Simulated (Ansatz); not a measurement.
The cell is made up: elements placed on another compound's structure type, so the phase may be hypothetical.

By PBEsol, the system below comes out a metal.

Consider the following.

```
CELL_PARAMETERS angstrom
      4.16145     0.00000     0.00000
      0.00000     5.88518     0.00000
      0.00000     2.94259     2.94259
ATOMIC_POSITIONS crystal
  Ga 0.00000 0.00000 0.00000
  Pt 0.50000 0.00000 0.50000
  Pt 0.50000 0.50000 0.50000
  Pt 0.00000 0.50000 0.00000
  N  0.50000 0.50000 0.00000
```

Space group of this cell: Pm-3m, anti-perovskite. The cell was relaxed by PBE-D3(BJ); by PBEsol its mean pressure is -2.2 GPa.

The current flows along the normal of the first two printed cell vectors. No spin-orbit coupling; the value is a mean over 0.1 eV about the Fermi level.

**Question.** Compute, with Ansatz (a quantum-chemistry and plane-wave program) with PBEsol, the ballistic conductance per area.

**Answer.** 0.90 × 10¹⁵ S/m² for both spins.
